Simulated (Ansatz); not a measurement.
**PbO under a change: uniaxial strain ε_xx = −3.00 %**

Take PbO (space group P4/nmm, No. 129; a = 3.970 Å, c = 4.705 Å) as the base. Axes: x, y, z lie along a, b, c of the conventional cell.

Modification: the cell is compressed by 3.00 % along x with no lateral relaxation; the atoms relax in the strained cell.

All numbers come from PBEsol-D3(BJ)/PAW in Ansatz (a first-principles code), without spin-orbit coupling. k-mesh 8×8×7 (Γ-centred); smearing 0.05 eV (Fermi–Dirac).

The volume per atom falls by 0.56 Å³ to 17.98 Å³ and the space group goes from P4/nmm (No. 129) to Pmmn (No. 59). The energy grows by 4.5 meV/atom and the band gap shrinks by 0.23 eV (0.90 eV → 0.67 eV). The gap character amounts to indirect, k = (0.125, 0, 0) in the run's primitive reciprocal basis → S and the smallest direct gap decreases by 0.13 eV (1.97 eV → 1.84 eV). The largest internal atomic displacement is 0.034 Å and the stress (xx, yy, zz, yz, xz, xy; compression positive) comes out as (2.63, 2.62, 0.86, 0.00, 0.00, 0.00) GPa.

With Pb present, leaving out spin-orbit coupling can change the band edges. Whether these cells are dynamically stable was not tested. Labels are those of the standard path for the cell's own space group.
